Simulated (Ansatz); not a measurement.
The parent structure is PtSe2 in the CdI2 type structure (space group P-3m1, No. 164; layered; relaxed with 0.1 eV smearing).

```xyz
3
Lattice="3.7722 0.0000 0.0000 -1.8861 3.2668 0.0000 0.0000 0.0000 4.8212" Properties=species:S:1:pos:R:3 pbc="T T T"
Pt     0.0000     0.0000     0.0000
Se     0.0000     2.1779     1.2800
Se     1.8861     1.0889     3.5412
```

Cartesian axes are those of the cell as printed.

All numbers come from DFT with PBE-D3(BJ), PAW potentials and a 420 eV plane-wave cutoff in Ansatz (a first-principles code), spin-orbit coupling left out.

Strains are applied to the cell and any free atomic positions relax.

One change was made to it. Results:

The pressure (mean of the normal stresses, compression positive) goes from zero to 0.8 GPa; the energy increases by 0.9 meV/atom.

### Question
Name the change that was made.
A. uniaxial strain ε_zz = +1.00 %
B. uniaxial strain ε_zz = −1.50 %
C. uniaxial strain ε_zz = −3.00 %
D. uniaxial strain ε_zz = +2.50 %
E. uniaxial strain ε_zz = +1.50 %

### Answer
B, uniaxial strain ε_zz = −1.50 %. For comparison, the pressure in the other runs: uniaxial strain ε_zz = −3.00 % gives 1.7 GPa; uniaxial strain ε_zz = +1.00 % gives -0.5 GPa; uniaxial strain ε_zz = +2.50 % gives -1.0 GPa; uniaxial strain ε_zz = +1.50 % gives -0.7 GPa.

Whether these cells are dynamically stable was not tested. The final runs are not spin-polarised.
